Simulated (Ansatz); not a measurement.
## Several settings converged on MgPd5 (R3, 6 atoms in the cell)

```
CELL_PARAMETERS angstrom
      2.41505     1.39433     4.57238
     -2.41505     1.39433     4.57238
      0.00000    -2.78865     4.57238
ATOMIC_POSITIONS crystal
  Mg 0.00364 0.00364 0.00364
  Pd 0.50000 0.83166 0.16834
  Pd 0.16834 0.50000 0.83166
  Pd 0.83166 0.16834 0.50000
  Pd 0.33173 0.33173 0.33173
  Pd 0.66827 0.66827 0.66827
```

Base method: PBEsol, default PAW files made with PBE (plane waves; Ansatz, a quantum-chemistry and plane-wave program).

Base settings: basis.ecutwfc = 420 eV; kpoints.mp_grid.grid = 7 7 7; hamiltonian.xc = pbesol; hamiltonian.pseudopotentials = {kind: paw} (the program's default PAW files); scf.occupations.method = gaussian; scf.occupations.width = 0.1 eV.

The count of work is k-points × plane waves × bands × iterations; it is no time. Core times come from one kind of shared machine, to one figure; runs under 30 s give none.

**Shifted k-point meshes**

In this ladder: kpoints.mp_grid.shift = 0.5 0.5 0.5.

Only quantities that move along the ladder and can be compared are tabulated.

```csv
kpoints.mp_grid.grid,free energy less the last step's (meV/atom),pressure (GPa),largest difference of a force vector from the last step's (eV/Å),count of work / last
2 2 2,104.37,-3.72,0.274,0.0029
4 4 4,-0.59,-5.84,0.020,0.017
6 6 6,-0.89,-5.91,0.016,0.055
8 8 8,-1.02,-5.96,0.004,0.13
10 10 10,-0.06,-5.91,0.006,0.22
16 16 16,0.00,-5.91,0.000,1.0
```

Coarsest kpoints.mp_grid.grid that holds the forces within 0.01 eV/Å: not settled: the last two steps still differ by 0.006 eV/Å, over half the tolerance, so the ladder does not show it.

Coarsest kpoints.mp_grid.grid that holds the free energy within 2 meV/atom of the last step, with all finer ones: 4 4 4, at 0.017 of the last step's count of work; the step before is off by 100 meV/atom.

Coarsest kpoints.mp_grid.grid that holds the pressure within 0.5 GPa of the last step, with all finer ones: 4 4 4, at 0.017 of the last step's count of work; the step before is off by 2.2 GPa.

**The k-point mesh at a smearing width of 0.3 eV**

In this ladder: scf.occupations.width = 0.3 eV.

Only quantities that move along the ladder and can be compared are tabulated.

| kpoints.mp_grid.grid | free energy less the last step's (meV/atom) | pressure (GPa) | largest difference of a force vector from the last step's (eV/Å) | count of work / last | core time / last (rough) |
|---|---|---|---|---|---|
| 3 3 3 | -21.96 | -6.13 | 0.051 | 0.0087 | – |
| 5 5 5 | 2.18 | -5.74 | 0.005 | 0.033 | – |
| 8 8 8 | -0.08 | -5.73 | 0.002 | 0.13 | 0.2 |
| 11 11 11 | -0.03 | -5.72 | 0.000 | 0.33 | 0.3 |
| 16 16 16 | 0.00 | -5.72 | 0.000 | 1.0 | 1 |

Coarsest kpoints.mp_grid.grid that holds the forces within 0.01 eV/Å of the last step, with all finer ones: 5 5 5, at 0.033 of the last step's count of work; the step before is off by 0.051 eV/Å.

Coarsest kpoints.mp_grid.grid that holds the pressure within 0.2 GPa of the last step, with all finer ones: 5 5 5, at 0.033 of the last step's count of work; the step before is off by 0.41 GPa.

Coarsest kpoints.mp_grid.grid that holds the free energy within 5 meV/atom of the last step, with all finer ones: 5 5 5, at 0.033 of the last step's count of work; the step before is off by 22 meV/atom.

On the base run: the starting cell comes from a database of computed structures (which also holds hypothetical and non-ambient phases and stackings), without a prior relaxation at this level. Its lattice was rescaled by up to half a per cent. One atom was moved a little off its site on purpose. Spin polarisation is off. In the base run, with a pressure of about -6 GPa the cell is away from its equilibrium volume at this level. Ansatz's pressure includes its estimate of the finite-basis (Pulay) stress.

Keys are those of Ansatz 0.2.
